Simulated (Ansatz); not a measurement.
# ZrSe2 under a change: isotropic strain +5.53 %

Take ZrSe2 in the CdI2 type structure (space group P-3m1, No. 164; a = 3.735 Å, c = 6.032 Å; layered, stacked along the Cartesian z axis) as the base.

Now apply this change: an isotropic linear strain of +5.53 %; the atoms relax in the strained cell.

Level of theory: Ansatz (a quantum-chemistry and plane-wave program), PBE-D3(BJ), PAW, cutoff 420 eV, without spin-orbit coupling. Γ-centred 14×14×8 mesh, Fermi–Dirac width 0.05 eV.

```tsv
quantity	base	changed	shift
volume per atom	24.29 Å³	28.55 Å³	+4.26 Å³
space group	P-3m1 (No. 164)	P-3m1 (No. 164)	–
shortest interatomic distance	268.4 pm	273.4 pm	+4.92 pm
energy relative to the base (free energy F)	0 meV/atom	+68 meV/atom	+68 meV/atom
pressure (mean of the normal stresses, compression positive)	0.0 GPa	-4.4 GPa	-4.4 GPa
band gap	zero	0.63 eV	–
gap character	absent	indirect, K–Γ (86 % along) → L	–
largest internal atomic displacement	–	0.173 Å	–
```

Stability against distortions was not tested. All final runs are without spin polarisation. Gaps under 0.05 eV, about the width of the smearing, are given as zero. A zero or small gap of ZrSe2 can be the functional's error rather than a property of the material.
